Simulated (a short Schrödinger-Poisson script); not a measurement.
From a short Schrödinger-Poisson script (our own, NumPy): one-band effective-mass equation with BenDaniel-Duke matching, electrons, heavy and light holes apart, hard walls at the outer ends, one valence edge for both holes (no strain splitting), no charge, excitons, band mixing or non-parabolicity; under a field the levels are quasi-bound states of a box, listed while three quarters of their weight lies within 4 nm of the wells.

Stack: coupled double InAs/In0.52Al0.48As quantum well.

From the first side: 20 nm In0.52Al0.48As; 20 nm InAs; 5 nm In0.52Al0.48As; 20 nm InAs; 20 nm In0.52Al0.48As.

Constants are typed, rounded textbook-type inputs, not results; the design itself was drawn at random and stands for no fabricated device. InAs: direct gap (eV) 0.45, conduction-band edge (eV) 0, electron mass (mₑ) 0.03, heavy-hole mass 0.35, light-hole mass 0.035. In0.52Al0.48As: direct gap (eV) 1.45, conduction-band edge (eV) 0.75, electron mass (mₑ) 0.075, heavy-hole mass 0.41, light-hole mass 0.09.

The valence-band edge of each layer lies one gap below its conduction-band edge. The electron's potential energy rises along the stack by the applied field. Mesh 0.03 nm at interfaces.

**Question.** Give the e1-hh1 transition at zero applied field (eV); the e2 − e1 (meV); the squared e1-hh1 overlap at zero applied field.

**Answer.** e1-hh1 transition at zero applied field (eV): 0.474; e2 − e1 (meV): 0.0; squared e1-hh1 overlap at zero applied field: 0.99. Excitons are left out, and strain enters only through the typed gaps and offsets, so measured lines lie elsewhere.
